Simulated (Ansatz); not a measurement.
Results of PBEsol in Ansatz (PAW) for Nb₂SnC (P6₃/mmc, No. 194, 8 atoms in the cell; start mp-5443).

Run with plane-wave cutoff 520 eV, 18×18×4 k mesh (along the axes of the cell as run), Fermi–Dirac smearing 0.05 eV, no spin polarisation, scalar-relativistic PAW data made under PBE.

Cell (relaxed at this level):

```
CELL_PARAMETERS angstrom
      3.23005     0.00000     0.00000
     -1.61503     2.79731     0.00000
      0.00000     0.00000    13.75986
ATOMIC_POSITIONS crystal
  Nb 0.33333 0.66667 0.08287
  Nb 0.66667 0.33333 0.91713
  Nb 0.66667 0.33333 0.58287
  Nb 0.33333 0.66667 0.41713
  Sn 0.33333 0.66667 0.75000
  Sn 0.66667 0.33333 0.25000
  C  0.00000 0.00000 0.00000
  C  0.00000 0.00000 0.50000
```

Q: Predict the bulk modulus.

A: 
- bulk modulus = 177 GPa

Note: the run has no spin polarisation, so it can have missed a magnetic state; the bulk modulus is −V dP/dV from two relaxed cells at ±2 % in volume; the relaxation could not lower the start's symmetry, so the cell can be a saddle point above a distorted one.

Spin–orbit coupling is not included; it can open a gap where bands touch, and shift volumes and moduli.

Static lattice: no zero-point or thermal effects.

Cost on a shared machine: roughly 10 core-minutes.

A start named mp-… is a Materials Project structure, which need not be a measured phase.

Ansatz is a program for electronic structure.
